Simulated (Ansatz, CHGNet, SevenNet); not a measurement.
## GaP (model structure, started from the NiAs type, P6₃/mmc, No. 194, 4 atoms in the cell): properties by level of theory

| level (code) | equilibrium lattice constant a (Å) | c axis length (Å) |
|---|---|---|
| CHGNet 0.3.0 | 3.583 | ___ |
| SevenNet-l3i5 | ___ | ___ |
| LDA (Ansatz) | ___ | 6.033 |
| PBE (Ansatz) | 3.612 | ___ |
| PBEsol (Ansatz) | 3.557 | 6.073 |
| r²SCAN+rVV10 (Ansatz) | 3.583 | 6.030 |

Q: Fill in the missing entries.

A: 
- CHGNet 0.3.0, c axis length (Å): 6.390
- SevenNet-l3i5, equilibrium lattice constant a (Å): 3.536
- SevenNet-l3i5, c axis length (Å): 6.237
- LDA (Ansatz, a quantum-chemistry and plane-wave program), equilibrium lattice constant a (Å): 3.529
- PBE (Ansatz), c axis length (Å): 6.138

Ansatz's density-functional and Hartree–Fock values are scalar-relativistic unless marked +SOC, with PAW data made under PBE.

Static lattice: no zero-point or thermal effects.

A model structure was made by putting elements into a prototype or built by hand; it is no filed structure, need not be a known phase, and can be a saddle point held by its symmetry.
